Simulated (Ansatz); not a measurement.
System: Al₂O₃ (model structure, started from the Al2S3 type, Amm2, No. 38, 10 atoms in the cell). Method: r²SCAN (Ansatz, a first-principles code, PAW).

Numerical settings: plane-wave cutoff 560 eV, 8×8×8 k mesh, Fermi–Dirac smearing 0.01 eV, scalar-relativistic PAW data made under PBE.

The cell is the one relaxed with PBEsol. Conventional cell: a = 2.8227 Å, b = 5.3262 Å, c = 8.3055 Å, α = 90.00°, β = 90.00°, γ = 90.00°.

```yaml
crystal:
  lattice:
    - [5.02103, -2.66311, 0.04851]
    - [5.02103, 2.66311, 0.04851]
    - [-3.21855, 0.00000, 4.63810]
  atoms:
    - { symbol: Al, position: [0.08825, 0.08825, 0.57156] }
    - { symbol: Al, position: [0.08825, 0.08825, 0.07156] }
    - { symbol: Al, position: [0.74319, 0.74319, 0.47650] }
    - { symbol: Al, position: [0.74319, 0.74319, 0.97650] }
    - { symbol: O, position: [0.90521, 0.35280, 0.86232] }
    - { symbol: O, position: [0.35280, 0.90521, 0.36232] }
    - { symbol: O, position: [0.86904, 0.86904, 0.85235] }
    - { symbol: O, position: [0.86904, 0.86904, 0.35235] }
    - { symbol: O, position: [0.35281, 0.90521, 0.86231] }
    - { symbol: O, position: [0.90521, 0.35281, 0.36231] }
```

List the 32 lowest band energies at Γ above −25 eV (eV, relative to the valence band maximum), grouping those that round alike.

At Γ: -19.58, -18.41, -18.15, -18.13, -17.62, -17.16, -7.00, -6.42, -6.18, -4.16, -4.08, -3.91, -3.90, -2.91, -2.67, -2.02, -1.62, -1.41, -1.38, -1.20, -1.11, -1.05, -0.04, 0.00, 4.64, 7.13, 8.34, 8.59, 9.25, 10.61, 10.67, 10.75.

Note: the relaxation could raise the start's symmetry but not lower it, so the cell can be a saddle point; cell and atoms aren't relaxed at this level (largest force component 0.08 eV/Å, pressure -1.6 GPa).

A model structure was made by putting elements into a prototype or built by hand; it is no filed structure, need not be a known phase, and can be a saddle point held by its symmetry.
